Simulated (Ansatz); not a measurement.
Levels about the gap of amorphous As₂₂Te₃₃ (55 atoms in a cell of 1849 Å³, 5.26 g/cm³; zone centre alone, so wide bands show as single levels with stretches between that a denser mesh fills), at the geometry that PBE relaxed, where it gives 0.7 GPa on a denser mesh. The participation number counts the atoms over which a state spreads; weights are charges in smoothed Voronoi cells. The levels come from a single point, so bond lengths are those of that geometry. Method of the levels: PBE, scalar-relativistic without spin-orbit coupling, PAW (Ansatz default set, large-core Te) (Ansatz, a quantum-chemistry and plane-wave program). Sampling: the zone centre alone; Fermi-Dirac width 0.05 eV; no spin polarisation.

Preparation: random packing, a CHGNet melt and quench, and a DFT relaxation. The hot cell started wider than the set density and was brought back towards it in steps. It is the lowest in DFT energy of 4 quenches. It is a model cell: composition and starting density were chosen by hand, and all elements were melted together. No dispersion term was used. Its density started from a set value of 5.26 and ended at 5.26 g/cm³. Cooling (nominally 33 K/ps over its main leg) ran many orders faster than in experiment, which tends to leave more defects and strain. A cell of this size samples the disorder only roughly. The volume was held where the preparation left it and the shape relaxed, at a PBE pressure of 0.7 GPa. Stress components on the final sampling reach 0.8 GPa. On a 2×2×2 Γ-centred mesh force components of up to 0.29 eV/Å stay, since the relaxation ran on one k-point at (1/4, 1/4, 1/4).

```
E - E(highest filled), eV  filling  participation number        largest on  weight Te  weight As
-------------------------  -------  --------------------  ----------------  ---------  ---------
-0.44                       filled                  30.5  Te, 2 neighbours       0.74       0.26
-0.36                       filled                  32.2  Te, 3 neighbours       0.72       0.28
-0.33                       filled                  30.5  Te, 2 neighbours       0.74       0.26
-0.26                       filled                  20.6  Te, 3 neighbours       0.78       0.22
-0.19                       filled                  25.1  Te, 3 neighbours       0.79       0.21
-0.09                       filled                  22.2  Te, 2 neighbours       0.78       0.22
0.00                        filled                  18.8  Te, 2 neighbours       0.79       0.21
0.50                         empty                  20.2  Te, 2 neighbours       0.70       0.30
0.63                         empty                  37.6  Te, 3 neighbours       0.66       0.34
0.67                         empty                  30.2  Te, 2 neighbours       0.70       0.30
0.77                         empty                  34.2  Te, 2 neighbours       0.70       0.30
0.81                         empty                  28.1  Te, 3 neighbours       0.73       0.27
0.91                         empty                  33.2  Te, 2 neighbours       0.71       0.29
1.01                         empty                  33.9  Te, 2 neighbours       0.71       0.29
```

Most localised among these is the filled level at +0.00 eV, on a Te atom, which has 2 neighbours (As 2.67 Å, Te 2.85 Å).
